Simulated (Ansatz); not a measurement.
For L1₂ (Cu3Au-type) Cu3Au, PBE-D4 (PAW; Ansatz, an electronic-structure program) gives:

lattice constant a: 3.730 Å
formation enthalpy: -0.019 eV/atom

Question: What does HSE06 (Ansatz, plane waves, PAW) give for the same quantities?

Answer: 
- lattice constant a: 3.773 Å (rises by 1.2 %)
- formation enthalpy: -0.080 eV/atom (moves by -0.061 eV/atom)

For comparison: lattice constant a 3.75 Å (measured, temperature not stated, no zero-point or thermal correction; as tabulated in Nepal et al. (2019), arXiv:1905.09348); formation enthalpy -0.074 eV/atom (measured, 320 K, no zero-point or thermal correction; as tabulated in Nepal et al. (2019), arXiv:1905.09348).

Changes are worked out from the printed values.

Unless a cell is named, each level is at its own relaxed cell (PBE-D4 12.97, HSE06 13.43 Å³/atom).

Levels without +SOC leave out spin–orbit coupling, which shifts energies and cells of such heavy elements.

Caveats: hybrids on metals are sensitive to the k mesh and can open a false gap (HSE06). Ansatz's density-functional and Hartree–Fock values are scalar-relativistic unless marked +SOC, with PAW data made under PBE.
